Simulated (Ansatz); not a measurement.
System: SrZrSe₃ (model structure, started from the cubic perovskite type, Pm-3m, No. 221, 5 atoms in the cell). Method: PBE (PAW; Ansatz, a first-principles code).

Numerical settings: plane-wave cutoff 520 eV, 12×12×12 k mesh, Fermi–Dirac smearing 0.05 eV, scalar-relativistic PAW data made under PBE.

Cell (relaxed with PBEsol):

```
CELL_PARAMETERS angstrom
      5.17547     0.00000     0.00000
      0.00000     5.17547     0.00000
      0.00000     0.00000     5.17547
ATOMIC_POSITIONS crystal
  Sr 0.00000 0.00000 0.00000
  Zr 0.50000 0.50000 0.50000
  Se 0.00000 0.50000 0.50000
  Se 0.50000 0.50000 0.00000
  Se 0.50000 0.00000 0.50000
```

Question: Predict the band gap and smallest direct gap on the k points sampled.

Answer: 
band gap: 0.02 eV (under three smearing widths, so not firm)
smallest direct gap on the k points sampled: 0.55 eV

Note: the relaxation could raise the start's symmetry but not lower it, so the cell can be a saddle point; cell and atoms aren't relaxed at this level (pressure 2.6 GPa).

Spin–orbit coupling is not included; it can close the smallest gap of 0.02 eV.

The computed numbers hold no vibrational or temperature effects.

Computing time: around 27 core-seconds (rough).

A model structure was made by putting elements into a prototype or built by hand; it is no filed structure, need not be a known phase, and can be a saddle point held by its symmetry.
